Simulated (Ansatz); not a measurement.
Start from InAs in the zinc blende structure (space group F-43m, No. 216).

```yaml
crystal:
  lattice:
    - [0.00000, 3.01303, 3.01303]
    - [3.01303, 0.00000, 3.01303]
    - [3.01303, 3.01303, 0.00000]
  atoms:
    - { symbol: In, position: [0.00000, 0.00000, 0.00000] }
    - { symbol: As, position: [0.25000, 0.25000, 0.25000] }
```

Calculations: LDA/PAW in Ansatz (a first-principles code), scalar-relativistic without spin-orbit coupling.

For the base:

```
Property    Value
--------  -------
Pressure  0.0 GPa
Band gap     zero
```

One thing is altered: every lattice vector is shortened by 2.50 %, atoms relaxed at fixed cell.

**Question.** What does the calculation give for the pressure after the change?

**Answer.** The pressure goes from zero to 5.5 GPa.

**Question.** Estimate the effect on the energy relative to the base.

**Answer.** The energy goes up by 32 meV/atom.

**Question.** How does this affect the band gap?

**Answer.** The band gap is still zero.

A case with no gap was solved on a k-mesh chosen for an insulator, which is coarse for it. The cells carry an imposed strain or load. Stability against distortions was not tested. The final runs are not spin-polarised. The zero or small gap of InAs can change with the level of theory.
